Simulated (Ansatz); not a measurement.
Start from RbSrBr₃ in the cubic perovskite structure (space group Pm-3m, No. 221; a = 5.999 Å; a hypothetical phase, not in the database extracts checked). Axes: x, y, z lie along the cube axes.

(Cell as relaxed with PBE.)

Levels (all Ansatz, an electronic-structure program, PAW): PBE (420 eV, no spin-orbit coupling); r2SCAN (500 eV, without spin-orbit coupling).

Each level relaxes its own structure.

```csv
base,PBE,r2SCAN
volume per atom,43.17 Å³,42.05 Å³
lattice parameter a,5.999 Å,5.946 Å
band gap,3.88 eV,4.60 eV
```

The change: biaxial strain −1.51 %, plane normal [001], relaxed out of plane (Cartesian); in-plane vectors clamped, the third vector and the atoms free.

```tsv
quantity	PBE	r2SCAN
energy relative to the base (free energy F)	+2.8 meV/atom	___
mean in-plane stress (compression positive)	+0.7 GPa	___
out-of-plane strain	+0.39 %	___
```

### Question
Predict the r2SCAN column.

### Answer

- energy relative to the base (free energy F), r2SCAN: +3.2 meV/atom
- mean in-plane stress (compression positive), r2SCAN: +0.8 GPa
- out-of-plane strain, r2SCAN: +0.36 %

PBE's energy relative to the base lies 0.5 meV/atom below r2SCAN's; PBE's in-plane stress lies 0.1 GPa below r2SCAN's; PBE's out-of-plane strain lies 0.03 % above r2SCAN's. Neither level is exact; r2SCAN is the comparison here, not a measurement.

Whether these cells are dynamically stable was not tested. Many cubic perovskites are stable only at high temperature; tilts and polar distortions were not tested.
